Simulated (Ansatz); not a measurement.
For TiSi2 (Fddd, No. 70), LDA (PAW; Ansatz, a first-principles code) gives:

bulk modulus: 158 GPa
cohesive energy: 6.35 eV/atom

Q: What does PBE in Ansatz (PAW) give for the same quantities?

A: 
- bulk modulus: 140 GPa (drops by 11 %)
- cohesive energy: 5.36 eV/atom (falls by 0.99 eV/atom)

Changes are worked out from the printed values.

Unless a cell is named, each level is at its own relaxed cell (LDA 13.50, PBE 14.17 Å³/atom).

Caveats: the bulk modulus is −V dP/dV from two relaxed cells at ±2 % in volume (LDA, PBE). Ansatz's density-functional and Hartree–Fock values are scalar-relativistic unless marked +SOC, with PAW data made under PBE.
